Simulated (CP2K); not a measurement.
Input and output of a self-consistent single point for a (001) slab of SnO (cut from a parent of space group no. 129; 8 atoms in the cell) (CP2K).

Level of theory: PBEsol, GPW, DZVP-MOLOPT-SR-GTH basis, GTH-PBE potentials (GTH_POTENTIALS) (CP2K).

The change in words: vacuum of 8 angstrom (first run: 14 Å); SURFACE_DIPOLE_CORRECTION: default → T. Reference geometry:
```xyz
8
Lattice="3.7810 0.0000 0.0000 0.0000 3.7810 0.0000 0.0000 0.0000 21.1082" Properties=species:S:1:pos:R:3 pbc="T T T"
Sn     1.8905     0.0000     7.0000
Sn     0.0000     1.8905     9.2924
O      1.8905     1.8905     8.1462
O      0.0000     0.0000     8.1462
Sn     1.8905     0.0000    11.8158
Sn     0.0000     1.8905    14.1082
O      1.8905     1.8905    12.9620
O      0.0000     0.0000    12.9620
```

Reference input (self-consistent single point, DFT PBEsol, GPW, DZVP-MOLOPT-SR-GTH basis, GTH-PBE potentials (GTH_POTENTIALS)): CUTOFF = 450 Ry; REL_CUTOFF = 50 Ry; SMEAR/METHOD = FERMI_DIRAC; ELECTRONIC_TEMPERATURE = 232.09 K; KPOINTS/SCHEME = MONKHORST-PACK 3 3 1; XC_FUNCTIONAL = PBE:PBESOL; Sn/BASIS_SET = DZVP-MOLOPT-SR-GTH-q4; Sn/POTENTIAL = GTH-PBE-q4; O/BASIS_SET = DZVP-MOLOPT-SR-GTH-q6; O/POTENTIAL = GTH-PBE-q6; METHOD = GPW; EPS_DEFAULT = 1e-10. This run's input differs from it in these lines:

```diff
@@ -11,2 +11,4 @@
     POTENTIAL_FILE_NAME GTH_POTENTIALS
+    SURFACE_DIPOLE_CORRECTION T
+    SURF_DIP_DIR Z
     &QS
@@ -68,3 +70,3 @@
       B 0.00000000 3.78100000 0.00000000
-      C 0.00000000 0.00000000 21.10821200
+      C 0.00000000 0.00000000 15.10823300
       PERIODIC XYZ
@@ -73,10 +75,10 @@
       SCALED
-      Sn       0.50000000     0.00000000     0.33162400
-      Sn       0.00000000     0.50000000     0.44022700
-      O        0.50000000     0.50000000     0.38592600
-      O        0.00000000     0.00000000     0.38592600
-      Sn       0.50000000     0.00000000     0.55977300
-      Sn       0.00000000     0.50000000     0.66837600
-      O        0.50000000     0.50000000     0.61407400
-      O        0.00000000     0.00000000     0.61407400
+      Sn       0.50000000     0.00000000     0.26475600
+      Sn       0.00000000     0.50000000     0.41648900
+      O        0.50000000     0.50000000     0.34062300
+      O        0.00000000     0.00000000     0.34062300
+      Sn       0.50000000     0.00000000     0.58351100
+      Sn       0.00000000     0.50000000     0.73524400
+      O        0.50000000     0.50000000     0.65937700
+      O        0.00000000     0.00000000     0.65937700
     &END COORD
```

The program printed (abridged):

```
 SCF WAVEFUNCTION OPTIMIZATION

  Step     Update method      Time    Convergence         Total energy    Change

 *******************************************************************************
 *   ___                                                                       *
 *  /   \                                                                      *
 * [ABORT]                                                                     *
 *  \___/       Dipole correction needs more vacuum space above the surface    *
 *    |                                                                        *
   [... lines left out ...]
 * / \                                                    surface_dipole.F:207 *
 *******************************************************************************

 ===== Routine Calling Stack =====

            9 calc_dipsurf_potential
            8 qs_ks_build_kohn_sham_matrix
            7 rebuild_ks_matrix
            6 qs_ks_update_qs_env
            5 scf_env_do_scf_inner_loop
            4 scf_env_do_scf
            3 qs_energies
            2 qs_forces
            1 CP2K
Abort(1) on node 0 (rank 0 in comm 0): application called MPI_Abort(MPI_COMM_WORLD, 1) - process 0
```

The program stopped with an error. 

The starting cell has typed, rounded lattice constants, without a prior relaxation at this level. The slab is cut from that crystal, and its faces are unrelaxed. Its lattice was rescaled by up to half a per cent. Values carry the incompleteness of an atom-centred basis. The potentials were made for another functional than the one used.
